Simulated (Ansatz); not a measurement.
Ir3Al (model structure, started from the D019 type, P6₃/mmc, No. 194, 8 atoms in the cell), treated with LDA (Ansatz, a first-principles code, PAW).

Run with plane-wave cutoff 520 eV, 12×12×14 k mesh (along the axes of the cell as run), Fermi–Dirac smearing 0.05 eV, no spin polarisation, scalar-relativistic PAW data made under PBE.

Cell (relaxed at this level):

AlIr₃ has the hexagonal space group P6₃/mmc (No. 194), Pearson symbol hP8. Conventional cell: a = 5.4226 Å, b = 5.4226 Å, c = 4.3033 Å, α = 90.00°, β = 90.00°, γ = 120.00°. Ir on 6h is coordinated by 4 Al at 2.653–2.711 Å and 8 Ir at 2.669–2.734 Å (anticuboctahedral). Al on 2c is coordinated by 12 Ir at 2.653–2.711 Å (anticuboctahedral). (Neighbours: up to the widest gap in distance over summed covalent radii, below 1.35, at either atom.)

Q: Give the computed bulk modulus B0.

A: 
- bulk modulus B0 = 318 GPa

Note: the run has no spin polarisation, so it can have missed a magnetic state; the bulk modulus is −V dP/dV from two relaxed cells at ±2 % in volume; the relaxation could raise the start's symmetry but not lower it, so the cell can be a saddle point.

Spin–orbit coupling is not included.

A model structure was made by putting elements into a prototype or built by hand; it is no filed structure, need not be a known phase, and can be a saddle point held by its symmetry.
